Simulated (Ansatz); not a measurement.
Results of r²SCAN (Ansatz, a first-principles code, PAW) for GdCl3 (P6₃/m, No. 176).

Settings: plane-wave cutoff 560 eV, 6×6×8 k mesh (along the axes of the cell as run), Fermi–Dirac smearing 0.01 eV, spin-polarised with parallel moments, scalar-relativistic PAW data made under PBE.

Computed at the level's own relaxed cell.

Give the computed equilibrium lattice constant a and c axis length.


- equilibrium lattice constant a: 7.445 Å
- c axis length: 4.090 Å

Note: the magnetic order was assumed, not searched for or taken from measurement; the 4f shell is treated without U or exact exchange, so its levels and filling can be wrong.

Spin–orbit coupling is not included.

Computed values are for the static lattice.
